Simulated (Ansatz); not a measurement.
**Pressure series in W**

The parent structure is W in the bcc (W type) structure (space group Im-3m, No. 229; a = 3.184 Å).

Cell and atoms are relaxed at each pressure.

Levels (all Ansatz, an electronic-structure program, PAW): PBE (420 eV, no SOC); r2SCAN (500 eV, no spin-orbit coupling).

The base cell above is that of PBE; each level relaxes its own structures.

```csv
case,"lattice parameter a, PBE","lattice parameter a, r2SCAN"
pressure −2 GPa,3.191 Å,3.176 Å
pressure −1 GPa,3.187 Å,3.173 Å
pressure 3 GPa,3.173 Å,3.160 Å
pressure 7 GPa,3.160 Å,3.147 Å
pressure 15 GPa,3.136 Å,3.124 Å
pressure 30 GPa,3.097 Å,3.086 Å
pressure 50 GPa,3.052 Å,3.043 Å
pressure 75 GPa,3.005 Å,2.997 Å
pressure 100 GPa,2.965 Å,2.958 Å
```

PBE lies above r2SCAN in every row, by 0.007 Å to 0.015 Å. They put the cases in the same order.

Load acts through the strain it causes; cell and atoms are relaxed under it. Whether these cells are dynamically stable was not tested. Competing high-pressure phases were not computed. The final runs are not spin-polarised.
